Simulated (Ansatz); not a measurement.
Take Al2Au (space group Fm-3m, No. 225) as the base.

```yaml
crystal:
  lattice:
    - [0.00000, 3.00121, 3.00121]
    - [3.00121, 0.00000, 3.00121]
    - [3.00121, 3.00121, 0.00000]
  atoms:
    - { symbol: Al, position: [0.25000, 0.25000, 0.25000] }
    - { symbol: Al, position: [0.75000, 0.75000, 0.75000] }
    - { symbol: Au, position: [0.00000, 0.00000, 0.00000] }
```

All numbers come from PBEsol in Ansatz (plane waves to 420 eV, PAW, no spin-orbit coupling).

Before the change:

```
Quantity               Value
-------------------  -------
Lattice parameter a  6.002 Å
```

Perturbation: Si takes the place of Al on all its sites; the structure is relaxed again.

Q: How does this affect the lattice parameter a?

A: The lattice parameter a decreases by 0.006 Å, from 6.002 Å to 5.996 Å.

Stability against distortions was not tested. As relaxed here, AuSi2 is a hypothetical phase, not in the database extracts checked. The final runs are not spin-polarised. An odd electron count without spin: AuSi2 and Al2Au.

Ansatz is a quantum-chemistry and plane-wave program.
